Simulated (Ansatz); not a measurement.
## Cu3Si (space group P6_3/mmc, No. 194; a cell from a computed database, its experimental status unchecked)

```cif
data_Cu6Si2
_chemical_formula_sum 'Si2 Cu6'
_space_group_name_H-M_alt 'P63/mmc'
_space_group_IT_number 194
_space_group_name_Hall '-P 6c 2c'
_cell_length_a 5.11450
_cell_length_b 5.11450
_cell_length_c 4.08014
_cell_angle_alpha 90.000
_cell_angle_beta 90.000
_cell_angle_gamma 120.000
loop_
_atom_site_label
_atom_site_type_symbol
_atom_site_symmetry_multiplicity
_atom_site_Wyckoff_symbol
_atom_site_fract_x
_atom_site_fract_y
_atom_site_fract_z
_atom_site_occupancy
Si1 Si 2 d 0.66667 0.33333 0.25000 1
Cu1 Cu 6 h 0.16761 0.33522 0.25000 1
```

Level of theory: PBEsol (Ansatz, a program for electronic structure, PAW, no spin-orbit coupling). k-mesh 11×11×11 (Γ-centred); smearing 0.05 eV (Fermi–Dirac).

- Volume per atom = 11.55 Å³
- Density = 7.86 g/cm³
- Band gap = zero
- Total energy = -5097.060 eV/atom (σ→0; compares only within this code and set-up)

No phonon test of stability was made. The final runs are not spin-polarised.
